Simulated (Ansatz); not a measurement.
The starting structures come from a database of crystals and need not be the phases stable at ambient conditions.

Inside the gap of an insulator the Bloch states are evanescent, with a wavenumber k + iκ along the transport direction.

```yaml
crystal:
  lattice:
    - [5.81545, 0.00000, 0.00000]
    - [-1.93848, 5.48286, 0.00000]
    - [1.93848, 2.74143, 4.60584]
  atoms:
    - { symbol: Hf, position: [0.12500, 0.75000, 0.12500] }
    - { symbol: Hf, position: [0.25000, 0.62500, 0.62500] }
    - { symbol: Hf, position: [0.37500, 0.25000, 0.37500] }
    - { symbol: Hf, position: [0.75000, 0.87500, 0.87500] }
    - { symbol: Hf, position: [0.87500, 0.12500, 0.25000] }
    - { symbol: Hf, position: [0.62500, 0.37500, 0.75000] }
    - { symbol: N, position: [0.50000, 0.00000, 0.63366] }
    - { symbol: N, position: [0.00000, 0.86634, 0.50000] }
    - { symbol: N, position: [0.13366, 0.13366, 0.86634] }
    - { symbol: N, position: [0.86634, 0.50000, 0.00000] }
    - { symbol: N, position: [0.00000, 0.36634, 0.50000] }
    - { symbol: N, position: [0.50000, 0.00000, 0.13366] }
    - { symbol: N, position: [0.36634, 0.50000, 0.00000] }
    - { symbol: N, position: [0.63366, 0.63366, 0.36634] }
```

Space group of this cell: Fdd2. The cell is strained (lengths along the current scaled by 0.97, ions clamped); by r2SCAN its mean pressure is 7.2 GPa.

Transport runs along the normal of the first two printed cell vectors.

The gap is the functional's own, uncorrected, and κ follows it; spin-orbit coupling is left out. Mid-gap values are interpolated between the computed energies.

**Question.** State the band gap and the smallest decay constant κ at mid-gap according to r2SCAN (Ansatz, a program for electronic structure).

**Answer.** Gap 1.23 eV on a 8×8×8 mesh; κ = 0.190 1/Å, at the zone centre.
